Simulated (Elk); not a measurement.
## One base run on Zr (Pm-3m, 1 atom in the cell) and variants with one or two settings moved

```cif
data_Zr
_chemical_formula_sum 'Zr1'
_space_group_name_H-M_alt 'P 1'
_space_group_IT_number 1
_cell_length_a 2.96379
_cell_length_b 2.96379
_cell_length_c 2.96379
_cell_angle_alpha 90.000
_cell_angle_beta 90.000
_cell_angle_gamma 90.000
loop_
_space_group_symop_operation_xyz
  'x, y, z'
loop_
_atom_site_label
_atom_site_type_symbol
_atom_site_fract_x
_atom_site_fract_y
_atom_site_fract_z
_atom_site_occupancy
Zr1 Zr 0.00000 0.00000 0.00000 1
```

Base run A: Elk with PBE, all-electron FP-LAPW, Elk's shipped species files, default APW+lo basis, self-consistent single point.

Its settings: xctype = 20; rgkmax = 7; stype = 0; swidth = 0.00183747 Ha; ngridk = 9 9 9.

The starting cell was generated: these elements placed on a structure prototype, without a prior relaxation; it need not be a known phase or ordering of this composition. Values depend on the basis (sphere radii, cutoffs, local orbitals), which need not be converged.

ΔE is the total energy (no entropy term) per atom less that of run A. A dash stands where there is no value to compare (another energy zero or no entropy term, no result, no spin, no clean gap, or a mesh too coarse for one). 

Runs E sample the zone with one or two k-points, far too few for so small a cell.

Run A gave: k-points 35; valence electrons 12; ending converged.

Runs:
- B: gmaxvr: default → 7.6 1/bohr
- C: epspot: default → 3.7e-08 Ha; epsengy: default → 3.7e-06 Ha
- D: swidth: 0.00183747 Ha → 0.00367493 Ha; ngridk: 9 9 9 → 6 6 6
- E: 3 x 3 x 1 supercell at the zone centre alone; ngridk: 9 9 9 → 1 1 1
- F: rgkmax: 7 → 5.42
- G: symtype: default → 0
- H: mixsdb: default → 2
- I: mixtype: default → 0; beta0: default → 0.05
- J: lmaxapw: default → 12
- K: rgkmax: 7 → 8.5

What does run J change against A?

The total energy goes up by 1.3 meV/atom.

What does run K change against A?

The total energy falls by 114 meV/atom.

```json
[
 {"run": "A", "ΔE (meV/atom)": "0.00", "k-points": "35", "valence electrons": "12", "ending": "converged"},
 {"run": "B", "ΔE (meV/atom)": "-0.06", "k-points": "35", "valence electrons": "12", "ending": "converged"},
 {"run": "C", "ΔE (meV/atom)": "-0.01", "k-points": "35", "valence electrons": "12", "ending": "converged"},
 {"run": "D", "ΔE (meV/atom)": "65.7", "k-points": "20", "valence electrons": "12", "ending": "converged"},
 {"run": "E", "ΔE (meV/atom)": "-1288.9", "k-points": "1", "valence electrons": "108", "ending": "converged"},
 {"run": "F", "ΔE (meV/atom)": "1074.6", "k-points": "35", "valence electrons": "12", "ending": "converged"},
 {"run": "G", "ΔE (meV/atom)": "0.34", "k-points": "729", "valence electrons": "12", "ending": "converged"},
 {"run": "H", "ΔE (meV/atom)": "0.18", "k-points": "35", "valence electrons": "12", "ending": "converged"},
 {"run": "I", "ΔE (meV/atom)": "–", "k-points": "35", "valence electrons": "12", "ending": "not converged"},
 {"run": "J", "ΔE (meV/atom)": "1.31", "k-points": "35", "valence electrons": "12", "ending": "converged"},
 {"run": "K", "ΔE (meV/atom)": "-114.5", "k-points": "35", "valence electrons": "12", "ending": "converged"}
]
```
